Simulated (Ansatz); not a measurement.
Take TlCl in the rock salt structure (space group Fm-3m, No. 225; a = 6.333 Å; a model cell, its experimental status unchecked) as the base. Axes: x, y, z lie along the cube axes.

The values are results of PBEsol in Ansatz (plane waves to 420 eV, PAW, no SOC), not measurements.

Strains are applied to the cell and any free atomic positions relax; under biaxial strain the out-of-plane vector relaxes too.

One change was made to it. Results:

The valley order (the lowest conduction-band minima on the path, energy above the VBM, named in the base's zone) changes from L along ⟨111⟩ 2.09 eV; a point along ⟨110⟩, about 0.7 Å⁻¹ from Γ 2.99 eV to L along ⟨111⟩ 1.72 eV; a point along ⟨110⟩, about 0.7 Å⁻¹ from Γ 2.70 eV; the energy goes up by 18 meV/atom.

Task: Name the change that was made.
A. biaxial strain −1.17 %, plane normal [111], relaxed out of plane
B. biaxial strain −1.33 %, plane normal [001], relaxed out of plane
C. isotropic strain −2.78 %
D. biaxial strain −0.61 %, plane normal [110], relaxed out of plane

Result: C, isotropic strain −2.78 %. For comparison, the valley order in the other runs: biaxial strain −0.61 %, plane normal [110], relaxed out of plane gives L along [1-1-1] 2.04 eV; L along [111] 2.08 eV; a point along [1-10], about 0.7 Å⁻¹ from Γ 2.92 eV; a point along [110], about 0.7 Å⁻¹ from Γ 3.00 eV; biaxial strain −1.33 %, plane normal [001], relaxed out of plane gives L along [1-1-1] 2.00 eV; a point along [1-10], about 0.7 Å⁻¹ from Γ 2.91 eV; biaxial strain −1.17 %, plane normal [111], relaxed out of plane gives L along [1-1-1] 2.00 eV; L along [111] 2.10 eV; a point along [1-10], about 0.7 Å⁻¹ from Γ 2.86 eV.

Spin-orbit coupling, missing from the scalar runs, can matter with Tl. The levels and masses belong to the bands next to the band gap. Stability against distortions was not tested. This is not the structure that TlCl has at room temperature and ambient pressure.

Ansatz is an electronic-structure program.
